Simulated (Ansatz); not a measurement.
# Hypothetical CdI2 type SiO2: pressure series

Base system: SiO2 in the CdI2 type structure (space group P-3m1, No. 164; a = 2.686 Å, c = 4.602 Å; a hypothetical phase, not in the database extracts checked; layered, stacked along the Cartesian z axis).

Cell and atoms are relaxed at each pressure.

Method: plane-wave PAW DFT at the PBE-D3(BJ) level (Ansatz, a first-principles code, 420 eV), spin-orbit coupling left out, earlier PAW set.

Two rows of this table had their results exchanged by mistake.

```csv
pressure,volume per atom (Å³),shortest distance (Å),band gap
pressure −1 GPa,9.92,1.803,6.17 eV
pressure 3 GPa,9.07,1.795,6.19 eV
pressure 7 GPa,8.67,1.789,6.25 eV
pressure 30 GPa,7.62,1.758,6.72 eV
pressure 50 GPa,6.38,1.697,7.17 eV
pressure 75 GPa,6.70,1.716,7.29 eV
pressure 100 GPa,7.13,1.738,7.10 eV
```

Which two?

The rows for pressure 50 GPa and pressure 100 GPa: the volume has to fall steadily with pressure, so 7.13 Å³ belongs to pressure 50 GPa and 6.38 Å³ to pressure 100 GPa.

From pressure 75 GPa on, the axis ratios lie over 15 % from the base's, so the cell there is far from its starting form. Load acts through the strain it causes; cell and atoms are relaxed under it. Stability against distortions was not tested. No other phases were tried under pressure.
